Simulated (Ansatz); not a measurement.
Input and output of a self-consistent single point for P (R-3m, 2 atoms in the cell) (Ansatz, a quantum-chemistry and plane-wave program)

Method of the run: PBEsol, default PAW files made with PBE (plane waves; Ansatz).

This input was run:

Ansatz 0.2 input:
```yaml
crystal:
  lattice:
    - [1.730902, 0.999337, 3.139069]
    - [-1.730902, 0.999337, 3.139069]
    - [0.000000, -1.998674, 3.139069]
  atoms:
    - { symbol: P, position: [0.232389, 0.232389, 0.232389] }
    - { symbol: P, position: [0.772920, 0.772920, 0.772920] }
basis:
  ecutwfc: 420.0
kpoints:
  mp_grid: { grid: [11, 11, 11] }
hamiltonian:
  xc: pbesol
  pseudopotentials: { kind: paw }
scf:
  occupations: { method: gaussian, width: 0.1 }
output:
  forces: true
  eigenvalues: true
  stress: true
```

The program printed (abridged):

```
WARN ansatz: RAYON_NUM_THREADS=1 ignored (pool sized by the plan → 1); use --threads N
Pseudopotentials: kind: paw
Pseudopotential: P, paw, valence charge 5
Crystal: 2 atoms, lattice volume = 32.579 Å³
Basis set: ecut = 420 eV, 629 PW (Γ), exchange–correlation on 50×50×50 points (8 copies of the dense FFT grid, shifted against one another)
Bands: 9, of which v1, the nominal top of the filled ones, is band 5 counted from 1 (4 counted from 0)
Symmetry: 12 space group operations
Space group: R-3m (ITA 166), of the structure as read, at distance tolerance 3.2e-5 Å
k-points: 146 of 1331
PAW frozen core: P, regenerated for the run's functional, and the local potential with it
Initial density: superposition of atomic densities (neutral atoms: chi_scale 0, normalization atom), corrected by the library's trained network
Initial wavefunctions: pseudopotential atomic-orbital guess
Eigensolver: davidson
Functional: x = pbesol(κ = 0.804, μ = 0.12345679012345678), c = pbesol(β = 0.046)
SCF iter   1: F=—  HF=-1480.118039 eV  |F-HF|=—  |Δ(HF+E_count)|=         —  Δρ=2.19e-3  dr2=1.73e-3  ethr=1.77e-3  ⟨swp⟩=6.4  Hψ=11439  notcnv=0
all-band conjugate gradients solve this SCF's bands
preconditioner: auto → none
SCF iter   2: F=—  HF=-1480.117476 eV  |F-HF|=—  |Δ(HF+E_count)|=   5.63e-4  Δρ=1.19e-3  dr2=4.81e-4  ethr=1.73e-5  ⟨swp⟩=1.9  Hψ=3020  notcnv=0
SCF iter   3: F=—  HF=-1480.117420 eV  |F-HF|=—  |Δ(HF+E_count)|=   5.58e-5  Δρ=2.61e-4  dr2=3.68e-5  ethr=4.81e-6  ⟨swp⟩=2.1  Hψ=1925  notcnv=0
SCF iter   4: F=—  HF=-1480.117408 eV  |F-HF|=—  |Δ(HF+E_count)|=   1.22e-5  Δρ=6.55e-5  dr2=1.73e-6  ethr=3.68e-7  ⟨swp⟩=2.4  Hψ=1960  notcnv=0
iter 5 did not close the SCF: its close was put off for the readings that it lacked (scf_convergence_deferred on its scf_iter line)
SCF iter   5: F=-1480.117407 eV  HF=-1480.117407 eV  |F-HF|=3.66e-8  |Δ(HF+E_count)|=   9.00e-7  Δρ=1.17e-5  dr2=5.58e-8  ethr=1.73e-8  ⟨swp⟩=2.2  Hψ=1937  notcnv=0
SCF iter   6: F=-1480.117407 eV  HF=-1480.117407 eV  |F-HF|=4.39e-9  |Δ(HF+E_count)|=   1.56e-8  Δρ=4.17e-6  dr2=6.52e-9  ethr=5.58e-10  ⟨swp⟩=4.8  Hψ=7858  notcnv=0
SCF 1 converged in 6 iterations: F = -1480.117407 eV  dr2 = 6.52e-9
SCF converged after 6 iterations
Free energy (F): -1480.117407 eV
Harris-Foulkes:  -1480.117407 eV  (|F-HF|=4.39e-9)
Internal energy: -1480.115689 eV  (E = F + TS)
E sigma→0 (E₀):  -1480.116548 eV
Entropy (-TS):   -0.001718 eV (-0.859 meV/atom)
Fermi energy:    9.909570 eV
--- Per-component energies (eV) ---
  E_band       = 28.369672
  E_kinetic    = 139.681837
  E_local      = -74.294612  (includes V_loc(G=0)·N_el)
  E_nonlocal   = 67.508732
  E_hartree    = 16.071543
  E_xc         = -122.037398
  E_vxc        = -121.522195  (∫ρ·V_xc dr)
  E_paw        = -1108.044941  (= ΣΔE_a)
  E_vpaw       = -15.146914  (= ΣTr[D̂ρ^β])
  E_aug_tail   = 0.000007  (compensation charges beyond the density's cutoff)
  E_ewald      = -399.093049
  E_core_change = 0.092192  (= ΣΔE_core)
  E_smearing   = -0.001718  (= −TS)
  E_closure    = 0.000000  (closes the sum)
  Σ components = -1480.117407   (vs F -1480.117407, Δ=0.00e0)
--- Forces (eV/Å), atoms counted from 1 ---
  atom   1  P      0.00000000     0.00000000    -0.14092585
  atom   2  P      0.00000000     0.00000000     0.14092585
  max |Σ_I F_I| component: 1.85e-17 eV/Å
--- Stress (GPa, compression-positive) ---
       -3.738046      -0.000000      -0.000000
       -0.000000      -3.738046      -0.000000
       -0.000000      -0.000000      -5.270438
  P = ⅓ Tr σ = -4.2488 GPa (-42.488 kbar)
  The stress holds the Pulay correction. Without it, at fixed plane waves, as pw.x and ABINIT print it: P = -4.2829 GPa
--- Band table (eV; the first three rows and the last of 146) ---
  k-point 0: bands = ["-6.3608", "6.3436", "6.7412", "7.2965", "7.2965", "11.5482", "12.7682", "12.7682", "15.5951"]
  k-point 1: bands = ["-6.2274", "5.2489", "6.7792", "7.1992", "7.7826", "11.8681", "12.6593", "12.6967", "14.8199"]
  k-point 2: bands = ["-5.8289", "3.5495", "6.6287", "6.9715", "8.3582", "11.7618", "12.0698", "12.3016", "14.7318"]
  k-point 145: bands = ["-4.2065", "-0.9327", "6.2411", "7.0832", "9.3040", "10.2772", "11.2195", "13.0003", "17.6895"]
```

The run converged in 6 iterations.

The starting cell comes from a database of computed structures (which also holds hypothetical and non-ambient phases and stackings), without a prior relaxation at this level. Its lattice was rescaled by up to half a per cent. One atom was moved a little off its site on purpose. With a pressure of about -4 GPa the cell is away from its equilibrium volume at this level. Ansatz's pressure includes its estimate of the finite-basis (Pulay) stress.
